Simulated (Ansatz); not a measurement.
Given:

```
CaO
1.0
    0.00000     2.38356     2.38356
    2.38356     0.00000     2.38356
    2.38356     2.38356     0.00000
Ca O
1 1
Direct
  0.00000   0.00000   0.00000
  0.50000   0.50000   0.50000
```

No spin polarisation.

Hole doping at 1.5×10^21 cm⁻³ (0.0406 per cell), with a uniform compensating background at fixed cell and a 300 K Fermi–Dirac width.

Calculations: PBEsol/PAW in Ansatz (an electronic-structure program), no spin-orbit coupling. k-mesh 27×27×27 (Γ-centred); smearing 0.0259 eV (Fermi–Dirac).

Task: What is the computed gap between the host's bands?

Result: 3.63 eV.

Task: What Fermi level relative to the doped band's edge (positive inside the band; to 0.05 eV) does the calculation give?

Result: +0.15 eV.

Charged cell with a jellium background: band edges are those of the host's band count, energies are not comparable with the neutral cell, and many-body gap narrowing is missing. Whether these cells are dynamically stable was not tested. The cell was made from CaO in the rock salt structure (space group Fm-3m, No. 225) by this change: holes 1.5×10^21 cm⁻³.
